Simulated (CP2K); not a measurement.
Troubleshooting CP2K: a failed run on Ga (Cmce, 4 atoms in the cell). The aim is a self-consistent single point with DFT PBEsol, GPW, DZVP-MOLOPT-SR-GTH basis, GTH-PBE potentials (GTH_POTENTIALS).

Cell that was meant: a = 4.3968 Å, b = 4.3968 Å, c = 4.5541 Å, α = 90.00°, β = 90.00°, γ = 119.49°.

Part of the input:

```
      B -2.16428600 3.82718500 0.00000000
      C 0.00000000 0.00000000 4.55413300
      PERIODIC XYZ
    &COORD
      SCALED
      Ga       0.65570000     0.34430000     0.41540000
      Ga       0.34430000     0.65570000     0.58460000
```

The program printed (abridged):

```
 Possible matches for unknown subsection

 COORD

   enum ON in section %__ROOT__%MOTION%CELL_OPT%PRINT%CELL for keyword _SECTION_PARAMETERS_ score:  106
   enum OFF in section %__ROOT__%MOTION%CELL_OPT%PRINT%CELL for keyword _SECTION_PARAMETERS_ score:  106
   enum LOW in section %__ROOT__%MOTION%CELL_OPT%PRINT%CELL for keyword _SECTION_PARAMETERS_ score:  106
   enum NO in section %__ROOT__%MOTION%CELL_OPT%PRINT%CELL for keyword ADD_LAST score:  106
   enum ON in section %__ROOT__%MOTION%PRINT%CELL for keyword _SECTION_PARAMETERS_ score:  106

 *******************************************************************************
 *   ___                                                                       *
 *  /   \                                                                      *
 * [ABORT]                                                                     *
 *  \___/                unknown subsection COORD of section CELL              *
 *    |                                                                        *
 *  O/|                                                                        *
 * /| |                                                                        *
 * / \                                               input/input_parsing.F:192 *
 *******************************************************************************

 ===== Routine Calling Stack =====

            5 section_vals_parse
            4 section_vals_parse
            3 section_vals_parse
            2 section_vals_parse
            1 read_input
Abort(1) on node 0 (rank 0 in comm 0): application called MPI_Abort(MPI_COMM_WORLD, 1) - process 0
```

**Question.** From the messages shown, name the fault and mend the input.

**Answer.** The fault is a section without its end line. Sections nest, and the parser loses its place. To fix it, close the section. The program stopped before any SCF iteration.

An input that runs soundly differs in these lines (not the only fix; some lines may just follow from the change or write a value another way):
```diff
+    &END CELL
```

With that input, the run converged in 11 iterations: free energy E − TS -8100.9580 eV; Fermi level (on the code's own zero) 5.42 eV; pressure -0.14 GPa; largest force (vector length) 0.103 eV/Å (DFT PBEsol, GPW, DZVP-MOLOPT-SR-GTH basis, GTH-PBE potentials (GTH_POTENTIALS)).

On the sound input: the starting cell comes from a database of computed structures (which also holds hypothetical and non-ambient phases and stackings), without a prior relaxation at this level. Its lattice was rescaled by a random factor within 2.5 % of one. Values carry the incompleteness of an atom-centred basis. The potentials were made for another functional than the one used. Without a gap this mesh is coarse (it stands for a supercell whose shortest vector is 18 Å).
